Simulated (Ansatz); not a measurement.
An ideal cubic perovskite cell is held by its symmetry; such compounds can tilt or shift off centre at room temperature. The starting structures come from a database of crystals and need not be the phases stable at ambient conditions.

By PBEsol, the system below comes out a metal.

A figure of merit of an interconnect metal is its ballistic conductance per area.

Data:

```xyz
5
Lattice="4.0669 0.0000 0.0000 0.0000 4.0669 0.0000 0.0000 0.0000 4.0669" Properties=species:S:1:pos:R:3 pbc="T T T"
Sr     0.0000     0.0000     0.0000
Ta     2.0334     2.0334     2.0334
O      2.0334     2.0334     0.0000
O      0.0000     2.0334     2.0334
O      2.0334     0.0000     2.0334
```

Space group of this cell: Pm-3m, cubic perovskite. The cell is taken as given; by PBEsol its mean pressure is -6.7 GPa.

The current flows along the normal of the first two printed cell vectors, the (001) plane of the conventional cell. No spin-orbit coupling; the value is a mean over 0.1 eV about the Fermi level.

Question: Give the ballistic conductance per area that PBEsol (Ansatz, a first-principles code) yields.

Answer: 0.44 × 10¹⁵ S/m² for both spins.
